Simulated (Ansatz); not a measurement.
**Ru: biaxial strain +1.00 %, plane normal [001], relaxed out of plane**

The parent structure is Ru in the hcp (Mg type) structure (space group P6_3/mmc, No. 194; a = 2.691 Å, c = 4.249 Å; relaxed with 0.1 eV smearing). Axes: x lies along a and z along c of the hexagonal cell.

It is then changed as follows: biaxial strain +1.00 %, plane normal [001], relaxed out of plane (Cartesian); in-plane vectors clamped, the third vector and the atoms free.

The values are results of DFT with PBEsol, PAW potentials and a 420 eV plane-wave cutoff in Ansatz (a program for electronic structure), scalar-relativistic without spin-orbit coupling, not measurements. k-mesh 25×25×14 (Γ-centred); smearing 0.1 eV (Fermi–Dirac).

```json
[
 {"quantity": "volume per atom", "base": "13.33 Å³", "changed": "13.52 Å³", "shift": "+0.195 Å³"},
 {"quantity": "space group", "base": "P6_3/mmc (No. 194)", "changed": "P6_3/mmc (No. 194)", "shift": "–"},
 {"quantity": "shortest interatomic distance", "base": "4.974 bohr", "changed": "4.974 bohr", "shift": "0.000 bohr"},
 {"quantity": "pressure (mean of the normal stresses, compression positive)", "base": "0.0 GPa", "changed": "-4.6 GPa", "shift": "-4.6 GPa"},
 {"quantity": "band gap", "base": "zero", "changed": "zero", "shift": "–"},
 {"quantity": "out-of-plane strain", "base": "–", "changed": "-0.53 %", "shift": "–"},
 {"quantity": "mean in-plane stress (compression positive)", "base": "–", "changed": "-6.8 GPa", "shift": "–"}
]
```

Final structure (turned so that z lies along the plane normal):

```
Ru
1.0
    2.71831     0.00000     0.00000
    1.35915     2.35412     0.00000
    0.00000     0.00000     4.22619
Ru
2
Direct
  0.66667   0.66667   0.75000
  0.33333   0.33333   0.25000
```

No phonon test of stability was made. All final runs are without spin polarisation.
